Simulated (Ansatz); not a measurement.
The reference is BaF2 (space group P6_3/mmc, No. 194; a = 4.358 Å, c = 5.996 Å; a cell from a computed database, its experimental status unchecked).

The values are results of PBEsol in Ansatz (plane waves to 420 eV, PAW, spin-orbit coupling left out), not measurements.

Base values:

The lattice parameter a comes out as 4.358 Å. The valence-band top at Γ comes out as 0.00, -0.27, -0.27 eV.

It is then changed as follows: a hydrostatic pressure of 0.3 GPa.

Question: What does the calculation give for the lattice parameter a and valence-band top at Γ after the change?

Answer: The lattice parameter a drops by 0.003 Å, from 4.358 Å to 4.355 Å; the valence-band top at Γ (three highest levels, from the VBM) becomes 0.00, -0.28, -0.28 eV (base: 0.00, -0.27, -0.27 eV).

The levels and masses belong to the bands next to the band gap. Load acts through the strain it causes; cell and atoms are relaxed under it. Whether these cells are dynamically stable was not tested.

Ansatz is a quantum-chemistry and plane-wave program.
